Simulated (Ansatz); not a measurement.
Take AlN in the zinc blende structure (space group F-43m, No. 216; a = 4.342 Å) as the base. Axes: x, y, z lie along the cube axes.

Method: LDA/PAW in Ansatz (a quantum-chemistry and plane-wave program), spin-orbit coupling left out.

Base values:

| Quantity | Result |
|---|---|
| Volume per atom | 10.23 Å³ |
| Pressure | 0.0 kbar |
| Electron mass | 0.52 mₑ along k, 0.32 mₑ across (at X) |

Perturbation: biaxial strain +0.42 %, plane normal [111], relaxed out of plane (Cartesian); in-plane vectors clamped, the third vector and the atoms free.

Problem. How does this affect the volume per atom?

Solution. The volume per atom increases by 0.07 Å³ to 10.30 Å³.

Problem. What happens to the pressure?

Solution. The pressure (mean of the normal stresses, compression positive) goes from zero to -14.1 kbar.

Problem. What does the calculation give for the electron mass after the change?

Solution. The electron mass becomes 0.53 mₑ along k, 0.32 mₑ across (at X) (base: 0.52 mₑ along k, 0.32 mₑ across (at X)).

The levels and masses belong to the bands next to the band gap. Effective masses come from finite differences of ±0.01 Å⁻¹. Along k means along the line from Γ to the band edge. Whether these cells are dynamically stable was not tested. This is not the structure that AlN has at room temperature and ambient pressure.
